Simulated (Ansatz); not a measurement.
An Ansatz (a program for electronic structure) input (HSE06 (Ansatz; PAW; 420 eV plane waves; no SOC)):

Ansatz 0.2 input:
```yaml
crystal:
  lattice:
    - [3.3064780753, 0, 0]
    - [-1.6532390377, 2.8634940103, 0]
    - [0, 0, 5.0570850084]
  atoms:
    - { symbol: Mg, position: [0.3333333333, 0.6666666667, 0.0047788205] }
    - { symbol: Mg, position: [0.6666666667, 0.3333333333, 0.5047788205] }
    - { symbol: O, position: [0.3333333333, 0.6666666667, 0.3998211795] }
    - { symbol: O, position: [0.6666666667, 0.3333333333, 0.8998211795] }
basis: { ecutwfc: 420, ecutrho_ratio: 4, xc_grid: 2, fft_grid_basis: typed }
kpoints: { mp_grid: { grid: [8, 8, 4] } }
hamiltonian:
  xc: hse06
  dispersion: none
  pseudopotentials: { kind: paw }
scf: { occupations: { method: fermi_dirac, width: 0.01 } }
output: { eigenvalues: true, eigenstates: { kpoints: [[0, 0, 0], [0, 0, 0.5], [0.5, 0, 0.5]] } }
```

Task: Which symmetry and how many k-points will the program report, and about how many plane waves at Γ?

Result: Space group P63mc (ITA 186) with 12 operations, k-points 30 of 256, and 953 plane waves at Γ.

Single points use the geometry relaxed with PBEsol. Load acts through the strain it causes; cell and atoms are relaxed under it. Stability against distortions was not tested. The cell was made from MgO in the wurtzite structure (space group P6_3mc, No. 186; a cell from a computed database, its experimental status unchecked) by this change: pressure −1 GPa. This is not the structure that MgO has at room temperature and ambient pressure.
